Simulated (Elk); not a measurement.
Band structure of Pb₂Au (Ibam, 6 atoms in the cell).

```yaml
crystal:
  lattice:
    - [-3.63533, 3.64044, 2.79962]
    - [3.63533, -3.64044, 2.79962]
    - [3.63533, 3.64044, -2.79962]
  atoms:
    - { symbol: Pb, position: [0.15966, 0.15956, 0.31922] }
    - { symbol: Pb, position: [0.84034, 0.84044, 0.68078] }
    - { symbol: Pb, position: [0.34034, 0.65956, 0.99990] }
    - { symbol: Pb, position: [0.65966, 0.34044, 0.00010] }
    - { symbol: Au, position: [0.75000, 0.25000, 0.50000] }
    - { symbol: Au, position: [0.25000, 0.75000, 0.50000] }
```

Method: PBEsol, all-electron FP-LAPW, Elk's shipped species files, default APW+lo basis (Elk).

Settings: xctype = 22; rgkmax = 7; stype = 0; swidth = 0.00499791 Ha; ngridk = 4 4 4.

The starting cell comes from a database of computed structures (which also holds hypothetical and non-ambient phases and stackings), without a prior relaxation at this level. Its lattice was rescaled by a random factor within 2.5 % of one. Spin-orbit coupling is off. Values depend on the basis (sphere radii, cutoffs, local orbitals), which need not be converged.

Levels in eV from the Fermi level, bands 56 to 63:
| point | 56 | 57 | 58 | 59 | 60 | 61 | 62 | 63 |
|---|---|---|---|---|---|---|---|---|
| Γ | -1.73 | -1.72 | -1.58 | -1.57 | -1.57 | -1.10 | 0.07 | 1.40 |
| X | -1.62 | -1.32 | -0.02 | 0.01 | 0.02 | 2.97 | 3.70 | 3.71 |
| L | -1.62 | -1.32 | -0.03 | 0.01 | 0.02 | 2.97 | 3.70 | 3.71 |
| T | -3.53 | -1.36 | -1.36 | 0.36 | 0.36 | 1.75 | 1.75 | 3.48 |
| W | -2.40 | -1.73 | -1.73 | 0.26 | 0.26 | 1.13 | 1.13 | 2.76 |
| R | -3.53 | -1.37 | -1.37 | 0.36 | 0.36 | 1.74 | 1.74 | 3.48 |
| X1 | -1.62 | -1.32 | -0.02 | 0.01 | 0.02 | 2.97 | 3.70 | 3.71 |
| Z | -1.56 | -0.91 | 1.06 | 1.50 | 1.51 | 2.00 | 2.29 | 2.29 |
| Y | -1.56 | -0.91 | 1.06 | 1.50 | 1.51 | 2.00 | 2.29 | 2.29 |
| S | -2.32 | -2.17 | -1.98 | -0.98 | -0.50 | 1.53 | 2.89 | 3.43 |

Bands cross the Fermi level along this path, so the cell is metallic at this level.
